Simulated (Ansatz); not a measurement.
Structures of equal composition on the (111) surface of fcc Cu: a layer of Pt in place of the second plane; a layer of Pt in place of the third plane. The slabs share one bottom face, and each structure is named by its start. These are constructed structures in small cells; real faces may alloy, dewet or reconstruct in larger ones, and not all known structures of the face are among them. Slabs of about 10 Å, Fermi-Dirac smearing of 0.1 eV. Bottom of the slabs: a bare face, its two planes held. Relaxed from the named starts with such symmetry as they have, on meshes of like density; energies extrapolated to zero smearing; spin only where a row says so; no spin-orbit coupling, no U. Brackets mark spin-polarised runs, whose order is one that fits the cell.

Level of theory: PBE (plane waves to 420 eV, PAW; Ansatz, a quantum-chemistry and plane-wave program).

### Question
Order them by energy per 1x1 cell (lowest first) at the level PBE.

### Answer
a layer of Pt in place of the third plane (0.000 eV), a layer of Pt in place of the second plane (0.044 eV)
